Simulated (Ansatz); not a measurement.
## HfSi (model structure, started from the CsCl type, Pm-3m, No. 221, 2 atoms in the cell)

These are PBE-D3(BJ) (PAW; Ansatz, a first-principles code) values and carry that method's errors.

Settings: plane-wave cutoff 500 eV, 12×12×12 k mesh, Fermi–Dirac smearing 0.05 eV, scalar-relativistic PAW data made under PBE.

Cell (relaxed at this level):

```xyz
2
Lattice="3.2516 0.0000 0.0000 0.0000 3.2516 0.0000 0.0000 0.0000 3.2516" Properties=species:S:1:pos:R:3 pbc="T T T"
Hf     0.0000     0.0000     0.0000
Si     1.6258     1.6258     1.6258
```

For HfSi (model structure, started from the CsCl type, Pm-3m, No. 221, 2 atoms in the cell), the band gap is zero (no gap).

Note: the relaxation could raise the start's symmetry but not lower it, so the cell can be a saddle point.

Spin–orbit coupling is not included.

The computed numbers hold no vibrational or temperature effects.

Cost on a shared machine: about 19 core-seconds (a rough figure).

A model structure was made by putting elements into a prototype or built by hand; it is no filed structure, need not be a known phase, and can be a saddle point held by its symmetry.
